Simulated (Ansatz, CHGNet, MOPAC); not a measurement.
Ladder of methods for the lattice parameter a of fluorite PbF₂ (high-temperature phase)

Reference value: 5.94 Å (measured, temperature not stated, not corrected to a static lattice; as tabulated in Cadelano and Cappellini (2011), arXiv:1107.5962).

| level (code) | value (Å) |
|---|---|
| PM6 semi-empirical Hartree-Fock (MOPAC) | 5.294 |
| CHGNet 0.3.0 | 6.002 |
| LDA (Ansatz) | ? |
| PBE (Ansatz) | 6.001 |
| r²SCAN+rVV10 (Ansatz) | 5.892 |

Task: Fill in the missing entries.

Result: 
- LDA (Ansatz, an electronic-structure program), value (Å): 5.812

Differences against the reference: PM6 semi-empirical Hartree-Fock (MOPAC) -10.9 %, CHGNet 0.3.0 +1.04 %, LDA -2.15 %, PBE +1.03 %, r²SCAN+rVV10 -0.81 %.

The reference's temperature isn't stated, so close values are not ranked against it. Off by more than 1.25 %, or 1.75 % on the side where a correction would as a rule narrow the miss (bounds picked here): PM6 semi-empirical Hartree-Fock (MOPAC) (-10.9 %), LDA (-2.15 %).

The measured value isn't corrected to a static lattice, so vibrations enter the comparison. A static lattice is as a rule a little smaller than the measured one.  Density-functional levels without +SOC have no spin–orbit coupling. PM6 semi-empirical Hartree-Fock (MOPAC): the cell moved over 20 % in volume from its start. PM6 semi-empirical Hartree-Fock (MOPAC): the method was fitted mainly to molecules. PM6 semi-empirical Hartree-Fock (MOPAC): the run uses a supercell at the zone centre in place of a k mesh. Cutoffs and k meshes differ between the levels. Ansatz's density-functional and Hartree–Fock values are scalar-relativistic unless marked +SOC, with PAW data made under PBE.

Machine-learned potentials (CHGNet 0.3.0) are trained on DFT data: a solid inside that data is no test of them.

Differences are worked out from the printed values.
